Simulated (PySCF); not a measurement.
PySCF 2.14.0, PBE0/def2-svp: F[C@@H]([SiH3])[C@@H]1C[SiH2][C@@H]1F, 18 atoms. The geometry is a generated start, not checked to be a minimum at this level.

* **task**: energy
* **method**: pbe0
* **basis**: def2-svp
* **mol.max_memory**: 7000 MB
* **mf.init_guess**: minao (default)
* **mf.DIIS**: CDIIS (default)
* **mf.diis_space**: 8 (default)
* **mf.conv_tol**: 1e-09 (default)
* **mf.grids.level**: 3 (default)
* **basis functions (reference run)**: 170
* **grid points (reference run)**: 221440

```xyz
18

F      1.4019    -1.1527    -1.5757
C      1.1320    -0.7198    -0.3068
Si     2.6566     0.1436     0.3313
C     -0.1412     0.1270    -0.4035
C     -0.7954     0.6017     0.9508
Si    -2.4793     0.5516     0.0761
C     -1.3977    -0.7111    -0.8612
F     -1.4943    -1.9589    -0.3441
H      0.9498    -1.6123     0.3013
H      3.8410    -0.7562     0.3287
H      2.9675     1.3519    -0.4798
H      2.4387     0.5973     1.7315
H      0.0499     0.9715    -1.0903
H     -0.4821     1.5881     1.3005
H     -0.7290    -0.1187     1.7719
H     -2.7688     1.7934    -0.6892
H     -3.5877     0.0046     0.9014
H     -1.5618    -0.7011    -1.9429
```

The reference run uses exact four-centre integrals. Each setting ran once; only counts and results are compared.

Settings tried, all else as in the reference:
- density fitting, auxbasis = autoaux
- COSX exchange (sgx_fit, pjs) with fitted J, mf.with_df.grids_level_i = 1, mf.with_df.grids_level_f = 2 (default)
- density fitting
- COSX exchange (sgx_fit, pjs) with fitted J, mf.with_df.grids_level_i = 1, mf.with_df.grids_level_f = 1
- COSX exchange (sgx_fit, pjs) with fitted J, mf.with_df.grids_level_i = 1, mf.with_df.grids_level_f = 4
- COSX exchange (sgx_fit, pjs) with fitted J, mf.with_df.grids_level_i = 1, mf.with_df.grids_level_f = 3
- density fitting of J alone, exact K
- density fitting, auxbasis = def2-universal-jfit

**Question.** Sort the settings: which keep to the reference within 1.0 meV/atom in energy, and which don't?

**Answer.** Within it: density fitting, auxbasis = autoaux; density fitting; COSX exchange (sgx_fit, pjs) with fitted J, mf.with_df.grids_level_i = 1, mf.with_df.grids_level_f = 2 (default); COSX exchange (sgx_fit, pjs) with fitted J, mf.with_df.grids_level_i = 1, mf.with_df.grids_level_f = 4; COSX exchange (sgx_fit, pjs) with fitted J, mf.with_df.grids_level_i = 1, mf.with_df.grids_level_f = 3; density fitting of J alone, exact K; COSX exchange (sgx_fit, pjs) with fitted J, mf.with_df.grids_level_i = 1, mf.with_df.grids_level_f = 1. Outside: density fitting, auxbasis = def2-universal-jfit.

```json
[
 {"setting": "density fitting, auxbasis = autoaux", "energy against the reference": "−0.12 meV/atom"},
 {"setting": "density fitting", "energy against the reference": "−0.17 meV/atom"},
 {"setting": "COSX exchange (sgx_fit, pjs) with fitted J, mf.with_df.grids_level_i = 1, mf.with_df.grids_level_f = 2 (default)", "energy against the reference": "−0.35 meV/atom"},
 {"setting": "COSX exchange (sgx_fit, pjs) with fitted J, mf.with_df.grids_level_i = 1, mf.with_df.grids_level_f = 4", "energy against the reference": "−0.35 meV/atom"},
 {"setting": "COSX exchange (sgx_fit, pjs) with fitted J, mf.with_df.grids_level_i = 1, mf.with_df.grids_level_f = 3", "energy against the reference": "−0.35 meV/atom"},
 {"setting": "density fitting of J alone, exact K", "energy against the reference": "−0.35 meV/atom"},
 {"setting": "COSX exchange (sgx_fit, pjs) with fitted J, mf.with_df.grids_level_i = 1, mf.with_df.grids_level_f = 1", "energy against the reference": "−0.36 meV/atom"},
 {"setting": "density fitting, auxbasis = def2-universal-jfit", "energy against the reference": "+1300 meV/atom"}
]
```

Total energies are compared; such shifts often cancel in part in energy differences. sgx_fit (COSX, pjs=True) fits J as well, so its difference is the sum of the grid's shift in exchange and the fit's in Coulomb. def2-universal-jfit is made for Coulomb alone and misses functions that exchange needs. Also tried and not ranked: density fitting, auxbasis = def2-universal-jkfit (same energy as a listed run). The tolerance is a choice made for this comparison.
